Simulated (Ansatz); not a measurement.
**Response to strain in Au**

The reference is Au in the fcc (Cu type) structure (space group Fm-3m, No. 225; a = 4.083 Å). Axes: x, y, z lie along the cube axes.

Strains are applied to the cell and any free atomic positions relax; under biaxial strain the out-of-plane vector relaxes too.

Calculations: PBEsol, PAW, 420 eV (Ansatz, a program for electronic structure; no SOC).

Notes on the quantities. energy relative to the base: free energy F; pressure: mean of the normal stresses, compression positive.

| case | shortest interatomic distance | space group | energy relative to the base | pressure |
|---|---|---|---|---|
| base | 2.887 Å | Fm-3m (No. 225) | 0 meV/atom | 0.0 GPa |
| biaxial strain +1.07 %, plane normal [001], relaxed out of plane | 2.878 Å | I4/mmm (No. 139) | +1.0 meV/atom | -0.5 GPa |
| biaxial strain +0.55 %, plane normal [111], relaxed out of plane | 2.879 Å | R-3m (No. 166) | +0.6 meV/atom | -0.6 GPa |
| biaxial strain +1.07 %, plane normal [111], relaxed out of plane | 2.871 Å | R-3m (No. 166) | +2.0 meV/atom | -1.2 GPa |
| uniaxial strain ε_xx = −3.72 % | 2.834 Å | I4/mmm (No. 139) | +16 meV/atom | 7.4 GPa |
| tensor shear ε_yz = −0.20 % | 2.882 Å | Immm (No. 71) | 0.0 meV/atom | 0.0 GPa |

Without a gap, meshes like the base's 20×20×20 leave anisotropic stresses uncertain by several tenths of a GPa, and small strain energies with them. No phonon test of stability was made.
